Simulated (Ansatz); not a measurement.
We consider MoGe₂ (model structure, started from the AlB2 type, P6/mmm, No. 191, 3 atoms in the cell), described by r²SCAN (plane waves, PAW; Ansatz, a first-principles code).

Settings: plane-wave cutoff 560 eV, 18×18×12 k mesh (along the axes of the cell as run), Fermi–Dirac smearing 0.05 eV, no spin polarisation, scalar-relativistic PAW data made under PBE.

Cell (relaxed at this level):

```
MoGe2
1.0
    4.59099     0.00000     0.00000
   -2.29549     3.97591     0.00000
    0.00000     0.00000     2.62317
Mo Ge
1 2
Direct
  0.00000   0.00000   0.00000
  0.33333   0.66667   0.50000
  0.66667   0.33333   0.50000
```

What does this level give for the bulk modulus B0?


- bulk modulus B0: 131 GPa

Note: the run has no spin polarisation, so it can have missed a magnetic state; the bulk modulus is −V dP/dV from two relaxed cells at ±2 % in volume; the relaxation could raise the start's symmetry but not lower it, so the cell can be a saddle point.

Static lattice: no zero-point or thermal effects.

A model structure was made by putting elements into a prototype or built by hand; it is no filed structure, need not be a known phase, and can be a saddle point held by its symmetry.
